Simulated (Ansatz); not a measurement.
## KTaO3 under a change: pressure 9 GPa

Take KTaO$_{3}$ in the cubic perovskite structure (space group Pm-3m, No. 221; a = 4.024 Å) as the base.

One thing is altered: a hydrostatic pressure of 9 GPa.

All numbers come from PBE (Ansatz, an electronic-structure program; PAW; 420 eV plane waves; without spin-orbit coupling). Γ-centred 8×8×8 mesh, Fermi–Dirac width 0.05 eV.

Volume per atom: 12.48 Å³ (base 13.04 Å³)
Density: 7.13 g/cm³ (base 6.83 g/cm³)
Lattice parameter a: 3.967 Å (base 4.024 Å)
Shortest interatomic distance: 1.983 Å (base 2.012 Å)
Enthalpy H = E + PV relative to the base's energy: +0.72 eV/atom
Band gap: 2.26 eV (base 2.16 eV)
Gap character: indirect, R → Γ (base indirect, R → Γ)
Smallest direct gap: 2.86 eV (base 2.78 eV)
Mean gap deformation potential ΔEg/Δln V: -2.3 eV

Final structure:

```yaml
crystal:
  lattice:
    - [3.96663, 0.00000, 0.00000]
    - [0.00000, 3.96663, 0.00000]
    - [0.00000, 0.00000, 3.96663]
  atoms:
    - { symbol: K, position: [0.00000, 0.00000, 0.00000] }
    - { symbol: Ta, position: [0.50000, 0.50000, 0.50000] }
    - { symbol: O, position: [0.00000, 0.50000, 0.50000] }
    - { symbol: O, position: [0.50000, 0.50000, 0.00000] }
    - { symbol: O, position: [0.50000, 0.00000, 0.50000] }
```

With Ta present, leaving out spin-orbit coupling can change the band edges. Load acts through the strain it causes; cell and atoms are relaxed under it. No phonon test of stability was made. No other phases were tried under pressure.
